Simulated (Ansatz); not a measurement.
Levels about the gap of amorphous In$_{24}$O$_{38}$Ti (63 atoms in a cell of 890 Å³, 6.37 g/cm³; zone centre alone, so wide bands show as single levels with stretches between that a denser mesh fills), at the geometry that PBE relaxed, where it gives -1.5 GPa on a denser mesh. The participation number counts the atoms over which a state spreads; weights are charges in smoothed Voronoi cells. The levels come from a single point, so bond lengths are those of that geometry. Method of the levels: PBE, scalar-relativistic without spin-orbit coupling (Ansatz, a first-principles code). Sampling: the zone centre alone; Fermi-Dirac width 0.02 eV; no spin polarisation. At PBE the levels at the filled edge of the gap are localised (band-tail or defect states).

The cell was made by melting and quenching with the CHGNet potential and then relaxed with DFT. O atoms were pushed apart under 1.9 Å during the dynamics, to hinder bonds among them. The hot cell started wider than the set density and was brought back towards it in steps. It is the lowest in DFT energy of 2 quenches. It is a model cell: composition and starting density were chosen by hand, and all elements were melted together. No dispersion term was used. Its density started from a set value of 6.37 and ended at 6.37 g/cm³. The quench (nominally 330 K/ps over its main leg) was far faster than any real one, so the model tends to hold more defects than a real film. A cell of this size samples the disorder only roughly. The volume was held where the preparation left it and the shape relaxed, at a PBE pressure of -1.5 GPa (tension). Stress components on the final sampling reach 1.6 GPa.

```tsv
E - E(highest filled), eV	filling	participation number	largest on	weight O	weight In	weight Ti
-0.29	filled	17.1	O, 4 neighbours	0.94	0.06	0.00
-0.27	filled	16.7	O, 4 neighbours	0.94	0.06	0.00
-0.21	filled	21.0	O, 4 neighbours	0.94	0.05	0.00
-0.19	filled	19.8	O, 3 neighbours	0.94	0.05	0.01
-0.12	filled	18.2	O, 3 neighbours	0.94	0.06	0.00
-0.07	filled	9.7	O, 3 neighbours	0.95	0.04	0.01
0.00	filled	8.8	O, 3 neighbours	0.95	0.04	0.01
0.50	empty	59.8	In, 6 neighbours	0.55	0.45	0.01
3.09	empty	8.2	Ti, 5 neighbours	0.41	0.26	0.32
3.22	empty	12.2	Ti, 5 neighbours	0.46	0.28	0.26
3.43	empty	33.3	Ti, 5 neighbours	0.55	0.34	0.10
3.49	empty	5.9	Ti, 5 neighbours	0.40	0.20	0.40
3.62	empty	33.4	Ti, 5 neighbours	0.57	0.34	0.09
3.65	empty	16.7	Ti, 5 neighbours	0.50	0.30	0.20
```

Most localised among these is the empty level at +3.49 eV, on a Ti atom, which has 5 neighbours (O 1.87 Å, O 1.88 Å, O 1.91 Å, O 1.98 Å, O 2.04 Å).
